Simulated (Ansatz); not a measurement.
The reference is SnTe in the rock salt structure (space group Fm-3m, No. 225; a = 6.370 Å). Axes: x, y, z lie along the cube axes.

Method: r2SCAN/PAW in Ansatz (a program for electronic structure), spin-orbit coupling left out.

A first run, uniaxial strain ε_yy = −0.85 %, gives secant values C11 ≈ 130 GPa and C12 ≈ 2.7 GPa from its stress. A second run applies isotropic strain +1.72 %.

### Question
What does linear elasticity predict for the bulk modulus −ΔP/(ΔV/V₀) in the second run, and what does the run give?

### Answer
Linear elasticity: (C11 + 2 C12)/3 = 45 GPa. The run gives 38 GPa; any difference comes from nonlinear terms at these strains and numerical noise.

Stability against distortions was not tested.
